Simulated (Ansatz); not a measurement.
Structures of equal composition on the (111)B surface of zinc-blende ZnSe (Se plane on top): 2x2 Zn adatom at H3; 2x2 Zn adatom at T1; 2x2 Zn adatom at T4. The slabs share one bottom face, and each structure is named by its start. These are constructed structures in small cells; real faces may alloy, dewet or reconstruct in larger ones, and not all known structures of the face are among them. Slabs of about 14 Å with all that they carry, Fermi-Dirac smearing of 0.025 eV. Bottom of the slabs: H caps. Relaxed from the named starts with such symmetry as they have, on meshes of like density; energies extrapolated to zero smearing; no spin-orbit coupling, no U. Spin-polarised runs, if any, are marked in brackets, and their order is one that fits the cell; the others ran without spin.

Host crystal: zinc-blende ZnSe, with a band gap (PBE, scalar-relativistic without spin-orbit coupling).

Computed with PBE (plane waves to 420 eV, PAW; Ansatz, an electronic-structure program).

Q: Rank these by energy per 1x1 cell (lowest first), as PBE gives it.

A: 2x2 Zn adatom at H3 (0.000 eV, gap 0.70 eV on the mesh), 2x2 Zn adatom at T4 (0.024 eV, gap 1.07 eV on the mesh), 2x2 Zn adatom at T1 (0.403 eV, no gap over 0.04 eV on the mesh)
